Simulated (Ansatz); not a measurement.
Consider Sr in the fcc (Cu type) structure (space group Fm-3m, No. 225; a = 5.923 Å). Axes: x, y, z lie along the cube axes.

Computed with Ansatz (a quantum-chemistry and plane-wave program), PBEsol, PAW, cutoff 420 eV, spin-orbit coupling left out.

Base values:

| Quantity | Result |
|---|---|
| Pressure | 0.0 GPa |
| Band gap | zero |
| Volume per atom | 51.93 Å³ |

Now apply this change: biaxial strain −1.14 %, plane normal [001], relaxed out of plane (Cartesian); in-plane vectors clamped, the third vector and the atoms free.

**Question.** What happens to the pressure, energy relative to the base, band gap and volume per atom?

**Answer.** The pressure (mean of the normal stresses, compression positive) hardly moves (0.0 GPa against 0.1 GPa); the energy goes up by 0.5 meV/atom; the band gap remains zero; the volume per atom decreases by 0.43 Å³ (51.93 Å³ → 51.50 Å³).

Whether these cells are dynamically stable was not tested.
